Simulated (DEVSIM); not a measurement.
# abrupt Si p-n junction

System: abrupt Si p-n junction, at 300 K.

| layer (left to right) | material | thickness (μm) | Nd (cm⁻³) | Na (cm⁻³) | τn (s) | τp (s) |
|---|---|---|---|---|---|---|
| 1 | Si | 0.330 | - | 6.2e17 | 0.00034 | 0.00034 |
| 2 | Si | 140 | 1.9e16 | - | 0.00034 | 0.00034 |

Left contact: ohmic. Right contact: ohmic. Voltage is applied to the left contact. Recombination: SRH at mid-gap, Auger. Mobility is μmin + (μ − μmin)/(1 + (N/Nref)^α).

This is a model device: material constants are rounded textbook-type values typed into the input, and sizes, dopings and lifetimes were drawn at random. Values at 300 K.

| parameter | Si |
|---|---|
| gap (eV) | 1.124 |
| affinity (eV) | 4.05 |
| permittivity | 11.7 |
| Nc (cm⁻³) | 2.86e19 |
| Nv (cm⁻³) | 3.1e19 |
| μn (cm²/Vs) | 1417 |
| μp (cm²/Vs) | 470 |
| μn,min | 52 |
| μp,min | 45 |
| Nref,n | 9.7e16 |
| Nref,p | 2.2e17 |
| αn | 0.68 |
| αp | 0.72 |
| Cn (cm⁶/s) | 2.8e-31 |
| Cp (cm⁶/s) | 9.9e-32 |

Model (solved in DEVSIM): 1D drift-diffusion, Boltzmann statistics, complete ionisation; no tunnelling, impact ionisation, image-force lowering or self-heating.

- Potential step across the device at zero bias: 0.834 V
- Largest field in the device at zero bias: 72000 V/cm
- Dark forward voltage at 1 A/cm²: 0.662 V
- Dark forward voltage at 100 A/cm²: 0.956 V

Dark forward current:

| V (V) | J (A/cm²) |
|---|---|
| 0.05 | 6.4e-11 |
| 0.15 | 3.1e-9 |
| 0.30 | 1.0e-6 |
| 0.40 | 4.8e-5 |
| 0.55 | 0.016 |
| 0.65 | 0.69 |
| 0.75 | 10 |
| 0.90 | 65 |
| 1.00 | 130 |
| 1.10 | 230 |
| 1.25 | 420 |
| 1.35 | 590 |
| 1.50 | 880 |
| 1.60 | 1100 |

Dark reverse current:

| V (V) | J (A/cm²) |
|---|---|
| -0.20 | -2.1e-11 |
| -0.50 | -3.3e-11 |
| -1.00 | -4.9e-11 |
| -1.50 | -6.2e-11 |
| -2.00 | -7.3e-11 |
| -3.00 | -9.3e-11 |
| -4.00 | -1.1e-10 |
| -5.00 | -1.3e-10 |
| -6.50 | -1.5e-10 |
| -8.00 | -1.6e-10 |
| -10.00 | -1.9e-10 |
